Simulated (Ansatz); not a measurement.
Start from AlN in the rock salt structure (space group Fm-3m, No. 225; a = 4.0452 Å; a cell from a computed database, its experimental status unchecked).

It is then changed as follows: every lattice vector is shortened by 1.17 %; the atoms relax in the strained cell.

Levels (all Ansatz, a program for electronic structure, PAW): PBEsol (420 eV, no spin-orbit coupling); r2SCAN (500 eV, spin-orbit coupling left out); HSE06 (420 eV, no SOC).

At the geometry relaxed with PBEsol, these levels gave the following band gaps, in shuffled order: (a) 6.40 eV, (b) 4.89 eV, (c) 5.83 eV.

Task: Match each gap to its level.

Result: (a) HSE06; (b) PBEsol; (c) r2SCAN.

Single points use the geometry relaxed with PBEsol. HSE06 gaps are upper bounds (no full band path). Stability against distortions was not tested. This is not the structure that AlN has at room temperature and ambient pressure.
